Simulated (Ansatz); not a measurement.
Given:

```
MgO
1.0
    0.00000     2.07129     2.07129
    2.07129     0.00000     2.07129
    2.07129     2.07129     0.00000
Mg O
1 1
Cartesian
  0.00000   0.00000   0.00000
  2.07129   2.07129   2.07129
```

No spin polarisation.

Calculations: PBEsol/PAW in Ansatz (a first-principles code), spin-orbit coupling left out. Γ-centred 13×13×13 mesh, Fermi–Dirac width 0.05 eV.

Problem. Estimate the electron mass.

Solution. 0.36 mₑ (at Γ).

Problem. What gap character does the calculation give?

Solution. Direct at Γ.

Load acts through the strain it causes; cell and atoms are relaxed under it. Effective masses come from finite differences of ±0.01 Å⁻¹. No phonon test of stability was made. No other phases were tried under pressure. The cell was made from MgO in the rock salt structure (space group Fm-3m, No. 225) by this change: pressure 9 GPa.
